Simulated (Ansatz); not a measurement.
# A computed series for MgO: pressure series

Consider MgO (space group Pm-3n, No. 223; a = 5.590 Å; a cell from a computed database, its experimental status unchecked).

Cell and atoms are relaxed at each pressure.

Calculations: Kohn–Sham DFT with the PBEsol functional, run in Ansatz (a first-principles code) with PAW and 420 eV plane waves, no SOC.

| P (GPa) | V (Å³/atom) |
|---|---|
| -2.00 | 14.875 |
| -1.00 | 14.712 |
| 0.29 | 14.516 |
| 0.68 | 14.458 |
| 1.50 | 14.341 |
| 3.00 | 14.140 |
| 4.99 | 13.892 |
| 7.49 | 13.608 |

Task: Fit a third-order Birch–Murnaghan equation of state.

Result: Least squares on P(V) = (3B₀/2)[(V₀/V)^(7/3) − (V₀/V)^(5/3)]·[1 + (3/4)(B₀′ − 4)((V₀/V)^(2/3) − 1)] gives V₀ = 14.56 Å³/atom, B₀ = 97 GPa and B₀′ = 4.0.

Between the base and pressure 7.5 GPa the gap moves from 2.84 eV to 2.97 eV, a mean slope of 18 meV/GPa.

Load acts through the strain it causes; cell and atoms are relaxed under it. Stability against distortions was not tested. Competing high-pressure phases were not computed. This is not the structure that MgO has at room temperature and ambient pressure.
